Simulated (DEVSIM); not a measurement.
Device: abrupt Si p-n junction, at 400 K.

```tsv
layer (left to right)	material	thickness (μm)	Nd (cm⁻³)	Na (cm⁻³)	τn (s)	τp (s)
1	Si	54.0	-	2.5e16	1.8e-7	1.8e-7
2	Si	6.00	3.2e15	-	1.8e-7	1.8e-7
```

Left contact: ohmic. Right contact: ohmic. Voltage is applied to the left contact. Recombination: SRH at mid-gap. Mobility is constant in doping.

Constants are typed, rounded textbook-type inputs, not results; the design itself was drawn at random and stands for no fabricated device. Values at 300 K; Nc and Nv go as T^1.5, mobilities as T to minus their exponent, the gap by Varshni's rule with the affinity fixed.

| parameter | Si |
|---|---|
| gap (eV) | 1.124 |
| affinity (eV) | 4.05 |
| permittivity | 11.7 |
| Nc (cm⁻³) | 2.86e19 |
| Nv (cm⁻³) | 3.1e19 |
| μn (cm²/Vs) | 1417 |
| μp (cm²/Vs) | 470 |
| T exponent of μn | 2.3 |
| T exponent of μp | 2.2 |
| Varshni α (eV/K) | 0.000473 |
| Varshni β (K) | 636 |

Simulated with DEVSIM: 1D drift-diffusion, Boltzmann statistics, complete ionisation; no tunnelling, impact ionisation, image-force lowering or self-heating.

Problem. Tabulate band edges, carrier densities and field at 0.9 V on the left contact.

Solution. Energies count from the Fermi level of the right contact; mesh points crowd at the junctions.

```tsv
x (μm)	Ec (eV)	Ev (eV)	n (cm⁻³)	p (cm⁻³)	field (V/cm)
0.000	-0.064	-1.160	1.3e9	2.5e16	87
0.04257	-0.064	-1.160	2.9e13	2.5e16	87
0.1683	-0.062	-1.159	1.1e14	2.5e16	87
0.5090	-0.060	-1.156	3.3e14	2.5e16	85
2.109	-0.046	-1.143	1.1e15	2.6e16	80
6.135	-0.016	-1.112	2.3e15	2.7e16	74
17.05	0.060	-1.036	3.6e15	2.9e16	66
43.01	0.218	-0.879	5.6e15	3.1e16	55
50.21	0.256	-0.841	6.4e15	3.1e16	51
52.65	0.268	-0.828	6.7e15	3.2e16	50
53.55	0.273	-0.824	6.8e15	3.2e16	49
53.91	0.274	-0.822	6.9e15	3.2e16	-70
53.98	0.268	-0.828	8.3e15	2.6e16	-2700
54.01	0.254	-0.842	1.2e16	1.8e16	-3400
54.12	0.246	-0.851	1.6e16	1.3e16	≈ 0
54.39	0.247	-0.849	1.6e16	1.3e16	67
55.16	0.253	-0.844	1.4e16	1.1e16	75
57.12	0.270	-0.826	1.0e16	7.1e15	110
59.29	0.304	-0.793	5.4e15	2.2e15	240
59.77	0.318	-0.778	4.0e15	8.5e14	390
59.93	0.325	-0.771	3.4e15	2.8e14	480
60.00	0.328	-0.768	3.2e15	1.0e10	500
```
